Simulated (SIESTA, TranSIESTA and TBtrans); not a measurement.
Run with TranSIESTA and TBtrans (open boundaries, self-consistent; PseudoDojo norm-conserving potentials, scalar-relativistic): Spin polarized, PAO.BasisSize DZP, PAO.EnergyShift 0.15 eV, XC.Authors PBE, Mesh.Cutoff 200 Ry, ElectronicTemperature 300 K, TS.Voltage 0.0 eV, TBT.Elecs.Eta 0.001 eV.

Junction: Rh chain with one Ru atom in place of Rh. Leads: straight Rh chain, spacing 2.3 Å. Geometry: as built, not relaxed. Transport runs along z; the first 6 and the last 6 of the 21 atoms are the lead cells, repeated to infinity.

```xyz
21
Lattice="9.000 0.000 0.000 0.000 9.000 0.000 0.000 0.000 48.250" Properties=species:S:1:pos:R:3 pbc="F F T"
Rh     4.500     4.500     0.000
Rh     4.500     4.500     2.300
Rh     4.500     4.500     4.600
Rh     4.500     4.500     6.900
Rh     4.500     4.500     9.200
Rh     4.500     4.500    11.500
Rh     4.500     4.500    13.800
Rh     4.500     4.500    16.100
Rh     4.500     4.500    18.400
Rh     4.500     4.500    20.700
Ru     4.500     4.500    22.975
Rh     4.500     4.500    25.250
Rh     4.500     4.500    27.550
Rh     4.500     4.500    29.850
Rh     4.500     4.500    32.150
Rh     4.500     4.500    34.450
Rh     4.500     4.500    36.750
Rh     4.500     4.500    39.050
Rh     4.500     4.500    41.350
Rh     4.500     4.500    43.650
Rh     4.500     4.500    45.950
```
Starting moments (μB): atom 7 +1.5, atom 8 +1.5, atom 9 +1.5, atom 10 +1.5, atom 11 +1.5, atom 12 +1.5, atom 13 +1.5, atom 14 +1.5, atom 15 +1.5; lead atoms +1.5 (left) and +1.5 (right).

Q: Give the largest eigenchannel transmissions at the Fermi level (four at most) and the total.

A: Up: 1.00, 1.00, 1.00, 0.96 (total 3.95); down: 1.00, 0.91, 0.91, 0.82 (total 4.96). The magnetic order of the leads was set by the start, and no other order was tried; the separate lead runs end at 0.62 (left) and 0.62 (right) μB an atom. The straight chain is held at its spacing; free chains may zigzag or dimerise.
